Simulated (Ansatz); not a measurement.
Consider the following.

```
ZrS2
1.0
    3.62198     0.00000     0.00000
   -1.81099     3.19086    -0.00757
    0.00000    -0.01393     5.87582
Zr S
1 2
Direct
  0.00000   0.00000   0.00000
  0.33317   0.66634   0.24718
  0.66683   0.33366   0.75282
```

No spin polarisation.

The values are results of r2SCAN+rVV10 (Ansatz, a quantum-chemistry and plane-wave program, PAW, scalar-relativistic without spin-orbit coupling), not measurements. k-mesh 10×10×6 (Γ-centred); smearing 0.05 eV (Fermi–Dirac).

Question: Predict the gap character and band gap.

Answer: 
* **Gap character**: indirect, Γ–C (13 % along) → M₂
* **Band gap**: 1.10 eV

Load acts through the strain it causes; cell and atoms are relaxed under it. Beyond what the load breaks, stability against distortions was not tested. The cell was made from ZrS2 in the CdI2 type structure (space group P-3m1, No. 164; layered, stacked along the Cartesian z axis) by this change: uniaxial stress, 2 GPa compression along x.
